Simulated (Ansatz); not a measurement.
Calculation: PBE (plane waves to 420 eV, PAW; Ansatz, a first-principles code).

Electrostatic potential energy of an electron, averaged over planes parallel to the surface, in eV from the Fermi level, for H on the 1x1 (111) surface of fcc Pt, one in a 1x1 cell, started at the site 'hollow Pt-Pt-Pt over Pt at depth 4.6 Å':

```csv
z (Å),V (eV)
5.20,5.66
5.49,5.66
5.78,5.66
6.07,5.66
6.36,5.65
6.64,5.64
6.93,5.62
7.22,5.56
7.51,5.44
7.80,5.16
8.09,4.51
8.38,3.02
8.67,-0.73
8.96,-9.46
9.24,-18.83
9.53,-23.29
9.82,-20.46
10.11,-11.98
10.40,-2.98
10.69,0.25
10.98,-2.10
11.27,-10.48
11.56,-19.47
11.84,-23.55
12.13,-20.50
12.42,-11.99
12.71,-3.11
13.00,0.01
13.29,-2.47
13.58,-10.97
13.87,-19.81
14.16,-23.55
14.44,-20.12
14.73,-11.41
15.02,-2.59
15.31,0.54
15.60,-1.20
15.89,-8.98
16.18,-18.52
16.47,-23.67
16.76,-21.94
17.04,-14.71
17.33,-7.30
17.62,-1.43
17.91,2.62
18.20,4.09
18.49,4.70
18.78,4.96
19.07,5.06
19.36,5.11
19.64,5.13
19.93,5.13
20.22,5.14
20.51,5.14
20.80,5.14
21.09,5.14
21.38,5.14
21.67,5.14
```

Set-up: 5 atoms, 6.9 Å thick at the start under the adsorbate (thin: gaps and levels are the slab's own); mesh 12x12x1; 0.1 eV smearing; dipole correction on; 2 atoms held, the rest relaxed; symmetry of the start imposed; no spin, no spin-orbit, no U, no dispersion correction. At the end it is bonded to 3 Pt. In PBE it is, or lies within 0.03 eV of, the lowest of the starts that converged.

Task: The surface cell has an area of 6.82 Å². What dipole along the normal does the step between the two vacuum levels imply?

Result: the top vacuum level lies 0.52 eV below the bottom one; p = −ε₀ A ΔV (ε₀ = 0.005526 e/(V·Å)) gives 0.02 e·Å a cell.
